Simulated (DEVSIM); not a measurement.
System: Au/La2O3/n-InP capacitor, at 400 K.

```tsv
layer (left to right)	material	thickness (nm)	Nd (cm⁻³)
1	La2O3	7.40	-
2	InP	6400	9.5e15
```

Metal gate on the left, work function 5.1 eV. Fixed charge at the semiconductor interface 0 cm⁻² (in units of +e); no interface traps.

This is a model device: material constants are rounded textbook-type values typed into the input, and sizes, dopings and lifetimes were drawn at random. Values at 300 K; Nc and Nv go as T^1.5, mobilities as T to minus their exponent, the gap by Varshni's rule with the affinity fixed.

| parameter | La2O3 | InP |
|---|---|---|
| gap (eV) | 5.8 | 1.344 |
| affinity (eV) | 1.8 | 4.38 |
| permittivity | 27 | 12.5 |
| Nc (cm⁻³) | - | 5.7e17 |
| Nv (cm⁻³) | - | 1.1e19 |
| Varshni α (eV/K) | - | 0.000363 |
| Varshni β (K) | - | 162 |

Model (solved in DEVSIM): 1D Poisson equation in equilibrium, Boltzmann statistics, complete ionisation; no quantum confinement or tunnelling. Metal contacts follow the ideal Schottky-Mott rule: no Fermi-level pinning, no interface dipoles.

Q: Tabulate band edges, carrier densities and field at -0.1 V on the gate.

A: Energies count from the Fermi level of the right contact; mesh points crowd at the junctions.

```json
[
 {"x (μm)": "0.000", "Ec (eV)": "3.400", "Ev (eV)": "-2.400", "n (cm⁻³)": "< 1e2", "p (cm⁻³)": "< 1e2", "field (V/cm)": "-19000"},
 {"x (μm)": "0.001337", "Ec (eV)": "3.397", "Ev (eV)": "-2.402", "n (cm⁻³)": "< 1e2", "p (cm⁻³)": "< 1e2", "field (V/cm)": "-19000"},
 {"x (μm)": "0.003590", "Ec (eV)": "3.393", "Ev (eV)": "-2.407", "n (cm⁻³)": "< 1e2", "p (cm⁻³)": "< 1e2", "field (V/cm)": "-19000"},
 {"x (μm)": "0.006000", "Ec (eV)": "3.389", "Ev (eV)": "-2.411", "n (cm⁻³)": "< 1e2", "p (cm⁻³)": "< 1e2", "field (V/cm)": "-19000"},
 {"x (μm)": "0.007711", "Ec (eV)": "0.805", "Ev (eV)": "-0.507", "n (cm⁻³)": "6.4e7", "p (cm⁻³)": "7.0e12", "field (V/cm)": "-41000"},
 {"x (μm)": "0.009672", "Ec (eV)": "0.797", "Ev (eV)": "-0.515", "n (cm⁻³)": "8.1e7", "p (cm⁻³)": "5.5e12", "field (V/cm)": "-41000"},
 {"x (μm)": "0.01398", "Ec (eV)": "0.779", "Ev (eV)": "-0.532", "n (cm⁻³)": "1.3e8", "p (cm⁻³)": "3.3e12", "field (V/cm)": "-40000"},
 {"x (μm)": "0.02993", "Ec (eV)": "0.717", "Ev (eV)": "-0.595", "n (cm⁻³)": "8.2e8", "p (cm⁻³)": "5.4e11", "field (V/cm)": "-38000"},
 {"x (μm)": "0.06150", "Ec (eV)": "0.603", "Ev (eV)": "-0.708", "n (cm⁻³)": "2.2e10", "p (cm⁻³)": "2.0e10", "field (V/cm)": "-34000"},
 {"x (μm)": "0.1352", "Ec (eV)": "0.392", "Ev (eV)": "-0.919", "n (cm⁻³)": "1.0e13", "p (cm⁻³)": "4.5e7", "field (V/cm)": "-24000"},
 {"x (μm)": "0.2971", "Ec (eV)": "0.180", "Ev (eV)": "-1.131", "n (cm⁻³)": "4.7e15", "p (cm⁻³)": "96000", "field (V/cm)": "-4400"},
 {"x (μm)": "0.8961", "Ec (eV)": "0.156", "Ev (eV)": "-1.155", "n (cm⁻³)": "9.5e15", "p (cm⁻³)": "47000", "field (V/cm)": "≈ 0"},
 {"x (μm)": "2.082", "Ec (eV)": "0.156", "Ev (eV)": "-1.155", "n (cm⁻³)": "9.5e15", "p (cm⁻³)": "47000", "field (V/cm)": "≈ 0"},
 {"x (μm)": "4.277", "Ec (eV)": "0.156", "Ev (eV)": "-1.155", "n (cm⁻³)": "9.5e15", "p (cm⁻³)": "47000", "field (V/cm)": "≈ 0"},
 {"x (μm)": "5.712", "Ec (eV)": "0.156", "Ev (eV)": "-1.155", "n (cm⁻³)": "9.5e15", "p (cm⁻³)": "47000", "field (V/cm)": "≈ 0"},
 {"x (μm)": "6.100", "Ec (eV)": "0.156", "Ev (eV)": "-1.155", "n (cm⁻³)": "9.5e15", "p (cm⁻³)": "47000", "field (V/cm)": "≈ 0"},
 {"x (μm)": "6.276", "Ec (eV)": "0.156", "Ev (eV)": "-1.155", "n (cm⁻³)": "9.5e15", "p (cm⁻³)": "47000", "field (V/cm)": "≈ 0"},
 {"x (μm)": "6.352", "Ec (eV)": "0.156", "Ev (eV)": "-1.155", "n (cm⁻³)": "9.5e15", "p (cm⁻³)": "47000", "field (V/cm)": "≈ 0"},
 {"x (μm)": "6.390", "Ec (eV)": "0.156", "Ev (eV)": "-1.155", "n (cm⁻³)": "9.5e15", "p (cm⁻³)": "47000", "field (V/cm)": "≈ 0"},
 {"x (μm)": "6.400", "Ec (eV)": "0.156", "Ev (eV)": "-1.155", "n (cm⁻³)": "9.5e15", "p (cm⁻³)": "47000", "field (V/cm)": "≈ 0"},
 {"x (μm)": "6.405", "Ec (eV)": "0.156", "Ev (eV)": "-1.155", "n (cm⁻³)": "9.5e15", "p (cm⁻³)": "47000", "field (V/cm)": "≈ 0"},
 {"x (μm)": "6.407", "Ec (eV)": "0.156", "Ev (eV)": "-1.155", "n (cm⁻³)": "9.5e15", "p (cm⁻³)": "47000", "field (V/cm)": "≈ 0"}
]
```
